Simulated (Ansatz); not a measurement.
**Energy of GePt (space group No. 221) less that of GePt (space group No. 62), by level of theory**

No measured value is used here.

```
level (code)         value (meV/atom)
-------------------  ----------------
PBE (Ansatz)                      348
PBEsol (Ansatz)                     ?
PBE-D3(BJ) (Ansatz)               330
r²SCAN (Ansatz)                   452
```

Problem. Some entries are withheld; supply them.

Solution. 
- PBEsol (Ansatz, a first-principles code), value (meV/atom): 354

Density-functional levels without +SOC have no spin–orbit coupling. Each level is taken at its own relaxed cell. Ansatz's density-functional and Hartree–Fock values are scalar-relativistic unless marked +SOC, with PAW data made under PBE.
